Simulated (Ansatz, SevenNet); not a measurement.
# Si3N4 (P6₃/m, No. 176): properties by level of theory

```csv
level (code),lattice parameter a (Å),lattice parameter c (Å)
SevenNet-l3i5 (SevenNet),7.659,2.925
PBE (Ansatz),7.664,2.927
PBE-D4 (Ansatz),7.617,2.911
r²SCAN-D4 (Ansatz),7.589,2.900
```

Ansatz's density-functional and Hartree–Fock values are scalar-relativistic unless marked +SOC, with PAW data made under PBE.

Ansatz is a program for electronic structure.
